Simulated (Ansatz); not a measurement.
# Pd, response to strain

Start from Pd in the fcc (Cu type) structure (space group Fm-3m, No. 225; a = 3.945 Å; relaxed with 0.1 eV smearing).

Strains are applied to the cell and any free atomic positions relax.

The values are results of Kohn–Sham DFT with the PBE functional, run in Ansatz (a program for electronic structure) with PAW and 420 eV plane waves, no spin-orbit coupling, not measurements.

Candidates:
(a) isotropic strain −2.00 %
(b) isotropic strain −3.00 %
(c) isotropic strain +0.50 %
(d) isotropic strain +2.50 %
(e) isotropic strain +1.00 %

Notes on the quantities. energy relative to the base: free energy F.

**Question.** Order them by energy relative to the base, highest first.

**Answer.** (b) isotropic strain −3.00 % (+74 meV/atom), (d) isotropic strain +2.50 % (+40 meV/atom), (a) isotropic strain −2.00 % (+31 meV/atom), (e) isotropic strain +1.00 % (+6.9 meV/atom), (c) isotropic strain +0.50 % (+1.8 meV/atom)

No phonon test of stability was made. The final runs are not spin-polarised. Pd lies near a magnetic instability that expansion can trigger; it was not tested.
